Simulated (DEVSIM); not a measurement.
System: Si/Ge p-n heterojunction, at 250 K.

Layer 1 from the left is Si, thickness (μm) 2.00, Na (cm⁻³) 5.2e17, τn (s) 1.7e-6, τp (s) 1.7e-6. Layer 2 from the left is Ge, thickness (μm) 1.30, Nd (cm⁻³) 1.9e16, τn (s) 1.7e-6, τp (s) 1.7e-6.

Left contact: ohmic. Right contact: ohmic. Voltage is applied to the left contact. Recombination: SRH at mid-gap, radiative, Auger. Mobility is μmin + (μ − μmin)/(1 + (N/Nref)^α).

The device is made up for the run: typed textbook-type constants, with dimensions and the other settings drawn at random. Values at 300 K; Nc and Nv go as T^1.5, mobilities as T to minus their exponent, the gap by Varshni's rule with the affinity fixed.

Si: gap (eV) 1.124, affinity (eV) 4.05, permittivity 11.7, Nc (cm⁻³) 2.86e19, Nv (cm⁻³) 3.1e19, μn (cm²/Vs) 1417, μp (cm²/Vs) 470, μn,min 52, μp,min 45, Nref,n 9.7e16, Nref,p 2.2e17, αn 0.68, αp 0.72, T exponent of μn 2.3, T exponent of μp 2.2, B (cm³/s) 4.7e-15, Cn (cm⁶/s) 2.8e-31, Cp (cm⁶/s) 9.9e-32, Varshni α (eV/K) 0.000473, Varshni β (K) 636. Ge: gap (eV) 0.664, affinity (eV) 4, permittivity 16, Nc (cm⁻³) 1.04e19, Nv (cm⁻³) 6e18, μn (cm²/Vs) 3900, μp (cm²/Vs) 1900, μn,min 150, μp,min 100, Nref,n 2.6e17, Nref,p 4e17, αn 0.56, αp 0.6, T exponent of μn 1.66, T exponent of μp 2.33, B (cm³/s) 6.4e-14, Cn (cm⁶/s) 1e-31, Cp (cm⁶/s) 1e-31, Varshni α (eV/K) 0.000477, Varshni β (K) 235.

DEVSIM, 1D drift-diffusion, Boltzmann statistics, complete ionisation; no tunnelling, impact ionisation, image-force lowering or self-heating. Band offsets follow the typed affinities; no thermionic-emission limit at abrupt steps, no polarisation charge.

What does the simulation give for the dark forward voltage at 1 A/cm², the dark forward voltage at 100 A/cm²?

dark forward voltage at 1 A/cm² 0.364 V; dark forward voltage at 100 A/cm² 0.579 V.
